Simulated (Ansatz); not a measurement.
Functionals compared on the (110) surface of zinc-blende InSb in its 1x1 cell (cut with top plane In + Sb, bottom plane In + Sb), outermost plane spacing 2.35 Å in the ideal cut, in Ansatz (plane waves, PAW). The structure was relaxed with PBE; the other rows are single points on it, each with its references at the same level. Cutoff 420 eV (500 eV for r2SCAN). HSE06 used the coarser mesh 3x3x1.

Model: 12-atom slab, In6Sb6, 11.7 Å thick at the start, 6x4x1 mesh, Fermi-Dirac 0.025 eV, dipole correction, all atoms relaxed; start symmetry kept, larger cells not searched; no spin, no spin-orbit, no U. These notes are the PBE run's.

A dash marks a value that is undefined for that row or was read on another mesh.

| functional | surface energy (J/m²) | gap of the slab on its k-mesh (eV) | highest filled level below the top vacuum level (eV) | rough cost of the single point |
|---|---|---|---|---|
| PBE | 0.35 | 0.41 | 4.53 | – |
| LDA | 0.50 | 0.30 | 4.73 | about 90 core-seconds (a rough figure) |
| PBEsol | 0.43 | 0.38 | 4.56 | very roughly 90 core-seconds |
| RPBE | 0.27 | 0.47 | 4.46 | roughly 90 core-seconds |
| r2SCAN | [?] | [?] | [?] | around 4 core-minutes (rough) |
| HSE06 | 0.28 | – | – | about 20 core-minutes (a rough figure) |

Question: Complete the blanks.

Answer: 
- r2SCAN, surface energy (J/m²): 0.44
- r2SCAN, gap of the slab on its k-mesh (eV): 0.68
- r2SCAN, highest filled level below the top vacuum level (eV): 4.76

Ansatz is a quantum-chemistry and plane-wave program.
